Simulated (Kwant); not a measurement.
Model: Hückel tight-binding model, one pz orbital an atom, one spin, coherent transport at 0 K (Kwant). Conductance is in e²/h.

Device: π system c1ccc2[nH]ccc2c1 between two chain leads. The π system is taken as planar. Atoms are numbered from 0 in the order of the SMILES. Site energies (eV, carbon 0): [0.0, 0.0, 0.0, 0.0, -4.05, 0.0, 0.0, 0.0, 0.0]. Bonds (i, j, β in eV): (0,1,-2.7) (1,2,-2.7) (2,3,-2.7) (3,4,-2.16) (4,5,-2.16) (5,6,-2.7) (6,7,-2.7) (7,8,-2.7) (8,0,-2.7) (7,3,-2.7). Leads: chains of hopping −4.1 eV, joined by −0.54 eV to atoms 1 and 5.

Site energies and bond integrals are typed Hückel values.

Sweep values stay those of the base run.

One input was changed, with this effect: transmission at E = 0 0.00050 → 6.2e-5.

Problem. Which change was it?
A. contacts moved from atoms [1, 5] to [1, 8]
B. contacts moved from atoms [1, 5] to [2, 8]
C. contacts moved from atoms [1, 5] to [0, 2]
D. contacts moved from atoms [1, 5] to [5, 6]
E. contacts moved from atoms [1, 5] to [5, 8]
F. contacts moved from atoms [1, 5] to [1, 6]

Solution. F, contacts moved from atoms [1, 5] to [1, 6]
